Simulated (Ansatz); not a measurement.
For CsCl-type PdIn, rVV10 (plane waves, PAW; Ansatz, a first-principles code) gives:

```
Item                         Result
-------------------  --------------
lattice parameter a         3.330 Å
formation enthalpy   -0.449 eV/atom
```

### Question
What does r²SCAN (plane waves, PAW; Ansatz) give for the same quantities?

### Answer

- lattice constant a: 3.267 Å (drops by 1.9 %)
- formation enthalpy: -0.571 eV/atom (moves by -0.122 eV/atom)

Changes are worked out from the printed values.

Unless a cell is named, each level is at its own relaxed cell (rVV10 18.46, r²SCAN 17.44 Å³/atom).

Levels without +SOC leave out spin–orbit coupling, which shifts energies and cells of such heavy elements.

The crystal itself was run without spin with rVV10, r²SCAN; a magnetic state was not tried in these runs.

Ansatz's density-functional and Hartree–Fock values are scalar-relativistic unless marked +SOC, with PAW data made under PBE.
